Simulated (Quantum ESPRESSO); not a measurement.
A user runs Quantum ESPRESSO on ZnNi (P4/mmm, 2 atoms in the cell) and asks whether the run is sound. The aim is a self-consistent single point with DFT, LDA (PZ), plane waves, GBRV 1.5 ultrasoft (LDA) pseudopotentials.

Cell that was meant: a = 2.6766 Å, b = 2.6766 Å, c = 3.1584 Å, α = 90.00°, β = 90.00°, γ = 90.00°.

Part of the input:

```fortran
ATOMIC_SPECIES
Zn    65.3800  zn_lda_v1.uspp.F.UPF
Ni    58.6934  ni_lda_v1.4.uspp.F.UPF
ATOMIC_POSITIONS crystal
Zn    0.5000000000    0.5000000000    0.5899970000
Ni    0.0000000000    0.0000000000    0.0000000000
K_POINTS automatic
10 10 8  1 1 1
```

Output (repeated stretches shortened):

```
     Message from routine setup:
     using ibrav=0 with symmetry is DISCOURAGED, use correct ibrav instead
     G-vector sticks info
   [... lines left out ...]
        k(    1) = (   0.0500000   0.0500000   0.0529663), wk =   0.0200000
        k(    2) = (   0.0500000   0.0500000   0.1588990), wk =   0.0200000
        k(    3) = (   0.0500000   0.0500000   0.2648316), wk =   0.0200000
   [... 57 lines left out ...]

     Dense  grid:    20609 G-vectors     FFT dimensions: (  36,  36,  40)

     Smooth grid:     7287 G-vectors     FFT dimensions: (  24,  24,  27)

     Initial potential from superposition of free atoms

     starting charge      35.9999, renormalised to      38.0000
     Self-consistent Calculation

     iteration #  1     ecut=    50.00 Ry     beta= 0.50

---- Real-time Memory Report at c_bands before calling an iterative solver
           112 MiB given to the printing process from OS
            41 MiB allocation reported by mallinfo(arena+hblkhd)
------------------

     total energy              =    -788.21650140 Ry
     estimated scf accuracy    <      30.47675235 Ry

     iteration #  2     ecut=    50.00 Ry     beta= 0.50

---- Real-time Memory Report at c_bands before calling an iterative solver
   [... lines left out ...]

---- Real-time Memory Report at c_bands before calling an iterative solver
           138 MiB given to the printing process from OS
            49 MiB allocation reported by mallinfo(arena+hblkhd)
------------------

     total energy              =    -804.46101365 Ry
     estimated scf accuracy    <       0.00000005 Ry

     iteration # 14     ecut=    50.00 Ry     beta= 0.50

---- Real-time Memory Report at c_bands before calling an iterative solver
           138 MiB given to the printing process from OS
            49 MiB allocation reported by mallinfo(arena+hblkhd)
------------------
     End of self-consistent calculation

     the Fermi energy is    17.3758 ev

!    total energy              =    -804.46101366 Ry
     estimated scf accuracy    <          2.2E-11 Ry
     smearing contrib. (-TS)   =       0.00006974 Ry
     internal energy E=F+TS    =    -804.46108340 Ry

     convergence has been achieved in  14 iterations

     Forces acting on atoms (cartesian axes, Ry/au):

     atom    1 type  1   force =     0.00000000    0.00000000   -0.08871237
     atom    2 type  2   force =     0.00000000    0.00000000    0.08871237

     Total force =     0.125458     Total SCF correction =     0.000018

          total   stress  (Ry/bohr**3)                   (kbar)     P=       40.65
   0.00036876   0.00000000   0.00000000           54.25        0.00        0.00
   0.00000000   0.00036876   0.00000000            0.00       54.25        0.00
   0.00000000   0.00000000   0.00009147            0.00        0.00       13.46

   JOB DONE.
```

Question: Can these results be used? Check the input.

Answer: The run is not sound. The fault is fractional and Cartesian coordinates mixed up. Numbers meant as fractions of the cell vectors were read as lengths, or the reverse, so the atoms sit in the wrong places. To fix it, make label and numbers agree, by changing either. The run converged in 14 iterations without an error; against the sound input the free energy rises by 161 meV/atom, the pressure goes from -4.62 to 4.06 GPa and the largest force goes from 0.000 to 2.281 eV/Å.

An input that runs soundly differs in these lines (not the only fix; some lines may just follow from the change or write a value another way):
```diff
-ATOMIC_POSITIONS crystal
-Zn    0.5000000000    0.5000000000    0.5899970000
+ATOMIC_POSITIONS alat
+Zn    0.5000000000    0.5000000000    0.5899974782
```

With that input, the run converged in 15 iterations: free energy E − TS -10945.5719 eV; Fermi level (on the code's own zero) 17.39 eV; pressure -4.62 GPa (DFT, LDA (PZ), plane waves, GBRV 1.5 ultrasoft (LDA) pseudopotentials).

On the sound input: the starting cell comes from a database of computed structures (which also holds hypothetical and non-ambient phases and stackings), without a prior relaxation at this level. Its lattice was rescaled by a random factor within 2.5 % of one. Spin polarisation is off. With a pressure of about -5 GPa the cell is away from its equilibrium volume at this level.
